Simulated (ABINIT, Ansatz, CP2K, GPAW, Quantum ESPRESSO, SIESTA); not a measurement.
**YAl3Ag (Imm2, 5 atoms in the cell) computed with different codes at matched settings**

Self-consistent single point.

```
CELL_PARAMETERS angstrom
     -2.10990     2.11889     5.70845
      2.10990    -2.11889     5.70845
      2.10990     2.11889    -5.70845
ATOMIC_POSITIONS crystal
  Y  0.00014 0.00014 0.00000
  Al 0.24985 0.74985 0.50000
  Al 0.60966 0.60966 0.00000
  Al 0.39014 0.39014 0.00000
  Ag 0.75020 0.25020 0.50000
```

All programs got the same cell, k-point mesh and kind of occupations (in Ansatz's words: kpoints.mp_grid.grid = 7 7 7; scf.occupations.method = fermi_dirac; scf.occupations.width = 0.05 eV); potentials, basis and cutoffs are each program's usual ones.

```json
[
 {"code": "CP2K", "model": "LDA (Pade form), GPW, DZVP-MOLOPT-SR-GTH basis, GTH-PADE potentials (GTH_POTENTIALS)", "pressure (GPa)": "-7.32", "largest force (eV/Å)": "0.090", "k-points": "172", "cutoff": "grid 500 Ry"},
 {"code": "ABINIT", "model": "LDA (PW92), norm-conserving pseudopotentials (PseudoDojo nc-sr-04 LDA standard)", "pressure (GPa)": "-7.20", "largest force (eV/Å)": "0.164", "k-points": "64", "cutoff": "86 Ry"},
 {"code": "SIESTA", "model": "LDA PW92, numerical atomic orbitals DZP, PseudoDojo LDA standard norm-conserving potentials (rewritten from UPF to PSML)", "pressure (GPa)": "-7.28", "largest force (eV/Å)": "0.198", "k-points": "172", "cutoff": "grid 350 Ry"},
 {"code": "Quantum ESPRESSO", "model": "LDA (PZ), PSlibrary ultrasoft (LDA) pseudopotentials", "pressure (GPa)": "-7.44", "largest force (eV/Å)": "0.158", "k-points": "64", "cutoff": "50 Ry"},
 {"code": "Ansatz", "model": "LDA (PW92), PAW files made with PBE", "pressure (GPa)": "-7.04", "largest force (eV/Å)": "0.164", "k-points": "64", "cutoff": "420 eV"},
 {"code": "GPAW", "model": "LDA (Perdew-Wang 92), GPAW PAW datasets LDA (gpaw-data 1.0.1)", "pressure (GPa)": "-7.00", "largest force (eV/Å)": "0.161", "k-points": "64", "cutoff": "600 eV"}
]
```

Size of the force on each atom (eV/Å): Sizes of forces hide their directions.

| code | Y1 | Al2 | Al3 | Al4 | Ag5 |
|---|---|---|---|---|---|
| CP2K | 0.003 | 0.016 | 0.090 | 0.076 | 0.005 |
| ABINIT | 0.003 | 0.016 | 0.164 | 0.149 | 0.004 |
| SIESTA | 0.003 | 0.017 | 0.198 | 0.182 | 0.004 |
| Quantum ESPRESSO | 0.003 | 0.016 | 0.158 | 0.143 | 0.004 |
| Ansatz | 0.003 | 0.016 | 0.164 | 0.149 | 0.004 |
| GPAW | 0.003 | 0.016 | 0.161 | 0.146 | 0.004 |

The spread over the programs that give each value: pressure within 0.44 GPa; largest force within 0.108 eV/Å.

The starting cell comes from a database of computed structures (which also holds hypothetical and non-ambient phases and stackings), without a prior relaxation at this level. Its lattice was rescaled by a random factor within 2.5 % of one. On Ansatz's run: In the base run, with a pressure of about -7 GPa the cell is away from its equilibrium volume at this level.

Q: Why do the programs differ, and what cannot be compared?

A: Differences of this kind can come from the potentials, where these differ, and from what each basis and cutoff leave unconverged. The valence holds different numbers of electrons (CP2K 31, ABINIT 39, SIESTA 39, Quantum ESPRESSO 31, Ansatz (a first-principles code) 39, GPAW 37). The zero of total energies and Fermi levels follows the potentials and each program's conventions, so they are not compared here. CP2K and SIESTA use small atom-centred bases, whose incompleteness enters pressures, forces and empty levels differently from a plane-wave cutoff. Ansatz's pressure is given at a fixed set of plane waves, as the other plane-wave codes print theirs. The same LDA comes in different parametrisations, which differ slightly. The programs reduce the same mesh by symmetry to different extents, which changes the work and not the result.

Left out of this page: Elk (not drawn, or without a comparable value); FLEUR (with a known weakness of the program).

Keys are those of Ansatz 0.2.
